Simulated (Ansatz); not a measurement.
The parent structure is SiC in the wurtzite structure (space group P6_3mc, No. 186; a = 3.075 Å, c = 5.048 Å). Axes: x lies along a and z along c of the hexagonal cell.

Computed with plane-wave PAW DFT at the r2SCAN level (Ansatz, a first-principles code, 500 eV), no spin-orbit coupling.

Before the change:

The shortest interatomic distance is 3.558 bohr and the smallest direct gap comes out as 4.48 eV.

Now apply this change: uniaxial strain ε_yy = +1.28 %, all other strain components held at zero, atoms relaxed at fixed cell.

Problem. What does the calculation give for the shortest interatomic distance, stress, smallest direct gap and energy relative to the base after the change?

Solution. The shortest interatomic distance increases by 0.0135 bohr, from 3.558 bohr to 3.572 bohr; the stress (xx, yy, zz, yz, xz, xy; compression positive) amounts to (-1.27, -6.64, -0.60, 0.00, 0.00, 0.00) GPa; the smallest direct gap shrinks by 0.114 eV (4.48 eV → 4.36 eV); the energy grows by 2.8 meV/atom.

Gaps are Kohn–Sham eigenvalue differences; semilocal functionals usually give less than the measured gap. Whether these cells are dynamically stable was not tested.
